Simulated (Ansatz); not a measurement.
The structure below was relaxed with PBEsol in Ansatz (plane waves to 420 eV, PAW, spin-orbit coupling left out).

```xyz
3
Lattice="0.0000 3.1965 3.1965 3.1965 0.0000 3.1965 3.1965 3.1965 0.0000" Properties=species:S:1:pos:R:3 pbc="T T T"
Zn     0.0000     0.0000     0.0000
Mg     1.5982     1.5982     1.5982
Mg     4.7947     4.7947     4.7947
```

Q: Find the space group and the Wyckoff positions.

A: Space group Fm-3m (No. 225); a = b = c = 6.393 Å, α = β = γ = 90.00°

```
atom  site  symmetry       x       y       z
----  ----  --------  ------  ------  ------
Zn      4a      m-3m  0.0000  0.0000  0.0000
Mg      8c      -43m  0.2500  0.2500  0.2500
```

Q: Describe the coordination.

A: The crystal has 12 atoms in its conventional cell. Conventional cell: a = 6.3930 Å, b = 6.3930 Å, c = 6.3930 Å, α = 90.00°, β = 90.00°, γ = 90.00°. Zn sees 8 Mg at 2.768 Å (cubic). Mg is coordinated by 4 Zn at 2.768 Å and 6 Mg at 3.196 Å. (Neighbours: up to the widest gap in distance over summed covalent radii, below 1.35, at either atom.)

Stability against distortions was not tested. The cell was made from Mg2Sn by this change: Sn → Zn; the result is a hypothetical phase, not in the database extracts checked.

Ansatz is an electronic-structure program.
